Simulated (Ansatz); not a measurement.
Consider the following.

```yaml
crystal:
  lattice:
    - [3.14732, 0.00000, 0.00000]
    - [-1.57366, 2.72566, 0.00000]
    - [0.00000, 0.00000, 5.08127]
  atoms:
    - { symbol: Zr, position: [0.33333, 0.66667, 0.25000] }
    - { symbol: Zr, position: [0.66667, 0.33333, 0.75000] }
```

The numbers are results of LDA, DFPT electron-phonon coupling, linearised Boltzmann equation (plane waves, PAW, scalar-relativistic; Ansatz, a program for electronic structure), not measurements. Condition of this run: functional LDA. Cell: relaxed with this functional, without spin-orbit coupling.

Problem. Predict the intrinsic resistivity at 300 K.

Solution. 56 (x), 56 (y), 46 (z) μΩ·cm.

Problem. How long is the mean free path there?

Solution. 2.8 (x), 2.8 (y), 2.5 (z) nm, weighted by the current that each state carries. Wires not much wider than this gain resistivity from their walls.

A metal at this level (no band gap). Only scattering by harmonic phonons is included (no impurities, grain boundaries, electron-electron scattering or thermal expansion). Spin-orbit coupling is left out. The run warned that the eigensolver left some states short of its tolerance. Halving the electron mesh (32x32x16) moves the resistivity by up to 7 % at 300 K, the mean free path by up to 5 %. Smearing 0.20 eV; phonons on a 5x5x3 q mesh, which this run doesn't test.
